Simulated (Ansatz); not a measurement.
Structures of equal composition on the (115) surface of diamond: 2 pairs of surface atoms bonded, H on all but both atoms of one pair (paired C at depth 0.0 Å); 2 pairs of surface atoms bonded, H on all but both atoms of one pair (paired C at depth 0.7 Å). The slabs share one bottom face, and each structure is named by its start. These are constructed structures in small cells; real faces may alloy, dewet or reconstruct in larger ones, and not all known structures of the face are among them. Slabs of about 12 Å, Fermi-Dirac smearing of 0.025 eV. Bottom of the slabs: built like the top, H on every dangling bond, free. Relaxed from the named starts with such symmetry as they have, on meshes of like density; energies extrapolated to zero smearing; spin only where a row says so; no spin-orbit coupling, no U. Brackets mark spin-polarised runs, whose order is one that fits the cell. Where a second, spin-polarised start was run, the lower counts.

The numbers are results of PBE (plane waves to 420 eV, PAW; Ansatz, an electronic-structure program), not measurements.

### Question
Order them by energy per 1x1 cell (lowest first) at the level PBE.

### Answer
2 pairs of surface atoms bonded, H on all but both atoms of one pair (paired C at depth 0.7 Å) (0.000 eV, gap 1.84 eV on the mesh), 2 pairs of surface atoms bonded, H on all but both atoms of one pair (paired C at depth 0.0 Å) (0.039 eV [spin start, no net moment], gap 2.00 eV on the mesh)
